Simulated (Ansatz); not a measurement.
The starting structures come from a database of crystals and need not be the phases stable at ambient conditions.

 Where the default PAW files enter, the runs use the earlier of Ansatz's two default sets.

By PBEsol, the system below comes out a metal.

The ballistic (Sharvin) conductance counts the channels at the Fermi level: G/A = (e²/h) × channels of both spins per area.

Input:

```
CELL_PARAMETERS angstrom
      4.27269     0.00000     0.00000
      0.00000     9.53804     0.00000
      0.00000     4.76902     2.75339
ATOMIC_POSITIONS crystal
  Cu 0.25000 0.84423 0.00000
  Cu 0.75000 0.15577 0.00000
  Cu 0.75000 0.68846 0.46731
  Cu 0.25000 0.31154 0.53269
  Cu 0.25000 0.84423 0.46731
  Cu 0.75000 0.15577 0.53269
  Sn 0.75000 0.66667 0.00000
  Sn 0.25000 0.33333 0.00000
```

Space group of this cell: P6_3/mmc. The cell is taken as given; by PBEsol its mean pressure is -1.8 GPa.

The current flows along the normal of the first two printed cell vectors, the (110) plane of the conventional cell. No spin-orbit coupling; the value is a mean over 0.1 eV about the Fermi level.

Q: Estimate the ballistic conductance per area that Ansatz (a program for electronic structure) with PBEsol returns for this system.

A: 0.77 × 10¹⁵ S/m² for both spins.
